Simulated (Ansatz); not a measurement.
L1₂ (Cu3Au-type) Ni₃Si was calculated with PBE-D4 (Ansatz, a program for electronic structure, PAW).

Settings: plane-wave cutoff 520 eV, 16×16×16 k mesh, Fermi–Dirac smearing 0.05 eV, no spin polarisation, scalar-relativistic PAW data made under PBE.

Cell (relaxed at this level):

Space group Pm-3m (No. 221); a = b = c = 3.4699 Å, α = β = γ = 90.00°

```json
[
 {"atom": "Si", "site": "1a", "symmetry": "m-3m", "x": "0.0000", "y": "0.0000", "z": "0.0000"},
 {"atom": "Ni", "site": "3c", "symmetry": "4/mm.m", "x": "0.0000", "y": "0.5000", "z": "0.5000"}
]
```

Task: Give the computed bulk modulus B0 and pressure derivative B′ of the bulk modulus.

Result: 
- bulk modulus B0 = 234 GPa
- pressure derivative B′ of the bulk modulus = 4.8

The run finds no gap.

Static lattice: no zero-point or thermal effects.
